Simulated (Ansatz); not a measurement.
The reference is Ca₃GeO in the anti-perovskite structure (space group Pm-3m, No. 221; a = 4.670 Å).

Calculations: PBEsol (Ansatz, a quantum-chemistry and plane-wave program, PAW, no spin-orbit coupling).

Before the change:

| Quantity | Value |
|---|---|
| Density | 3.40 g/cm³ |
| Band gap | zero |

It is then changed as follows: every Ca is replaced by Be; the structure is relaxed again.

**Question.** Estimate the effect on the density.

**Answer.** The density increases by 0.69 g/cm³ (3.40 g/cm³ → 4.09 g/cm³).

**Question.** What happens to the band gap?

**Answer.** The band gap stays zero.

Whether these cells are dynamically stable was not tested. As relaxed here, Be3GeO is a hypothetical phase, not in the database extracts checked. All final runs are without spin polarisation. A zero or small gap of Be3GeO and Ca3GeO can be the functional's error rather than a property of the material.
